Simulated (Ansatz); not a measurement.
# BaTiO3: electrons 3.0×10^21 cm⁻³

Take BaTiO3 (space group P4mm, No. 99; a = 3.9851 Å, c = 4.2043 Å) as the base.

Perturbation: 0.200 electrons added to each cell, a density of 3.0×10^21 cm⁻³, with a uniform compensating background at fixed cell and a 300 K Fermi–Dirac width.

All numbers come from PBE/PAW in Ansatz (a quantum-chemistry and plane-wave program), no SOC, earlier PAW set. Settings: 12×12×11 k-points, 0.0259 eV Fermi–Dirac smearing.

The gap between the host's bands rises by 0.21 eV, from 1.85 eV to 2.06 eV and the gap character remains indirect, A → Γ. The largest internal atomic displacement amounts to 0.028 Å and the Fermi level relative to the doped band's edge (positive inside the band; to 0.05 eV) amounts to +0.45 eV.

Carriers are added with a uniform compensating background; total energy and stress of such cells depend on the potential's zero and are not compared; many-body gap narrowing is missing at this level. Whether these cells are dynamically stable was not tested. The final runs are not spin-polarised.
